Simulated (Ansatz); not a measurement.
## Hexagonal WC: elastic constant C44 by level of theory

No measured value is used here.

| level (code) | value (GPa) | cell (Å³/atom) |
|---|---|---|
| LDA+SOC (Ansatz) | 330 | 10.12 |
| PBE (Ansatz) | 301 | 10.52 |
| PBE-D3(BJ) (Ansatz) | 319 | 10.33 |
| r²SCAN (Ansatz) | 316 | 10.42 |

Density-functional levels without +SOC have no spin–orbit coupling. PBE-D3(BJ): the dispersion coefficients are held fixed in the derivatives. Each level is taken at its own relaxed cell. Cutoffs differ between the levels. Ansatz's density-functional and Hartree–Fock values are scalar-relativistic unless marked +SOC, with PAW data made under PBE.

Ansatz is a quantum-chemistry and plane-wave program.
